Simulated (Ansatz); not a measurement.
Amorphous B$_{32}$N$_{32}$Cu, 65 atoms at 2.12 g/cm³, one PBE-relaxed geometry, zone centre. Methods: PBE, scalar-relativistic without spin-orbit coupling (Ansatz, a program for electronic structure); r2SCAN, scalar-relativistic without spin-orbit coupling (Ansatz); HSE06, scalar-relativistic without spin-orbit coupling (Ansatz). Plane waves to 420 eV (r2SCAN 500 eV); exact exchange is cut at the cell's faces. In the spin-polarised cell the level spacing at the Fermi energy can part levels of unlike spin.

Preparation: random packing, a CHGNet melt and quench, and a DFT relaxation. N atoms were pushed apart under 1.9 Å during the dynamics, to hinder bonds among them. The hot cell started wider than the set density and was brought back towards it in steps. It is the lowest in DFT energy of 2 quenches. It is a model cell: composition and starting density were chosen by hand, and all elements were melted together. No dispersion term was used. Its density started from a set value of 2.12 and ended at 2.12 g/cm³. The simulated quench (nominally 730 K/ps over its main leg) is rapid and tends to freeze in more defects than a deposited or slowly cooled glass has. A cell of this size samples the disorder only roughly. The volume was held where the preparation left it, at a PBE pressure of -7.3 GPa (tension). Stress components on the final sampling reach 9.7 GPa. Cycles of charging lowered its energy after that relaxation.

The relaxation ran on one k-point at (1/4, 1/4, 1/4). At PBE the level spacing at the Fermi energy is 0.54 eV on a 2×2×2 Γ-centred mesh, and the spacing at the zone centre alone 0.58 eV.

Question: What zone-centre spacing does r2SCAN give, roughly?

Answer: 1.03 eV (+0.44 eV against PBE).

Question: What zone-centre spacing does HSE06 give, roughly?

Answer: 1.58 eV (+0.99 eV against PBE).

The highest filled and the lowest empty state spread over these numbers of atoms (participation numbers): PBE: 6.4 and 6.9; r2SCAN: 5.9 and 6.9; HSE06: 6.4 and 7.7.
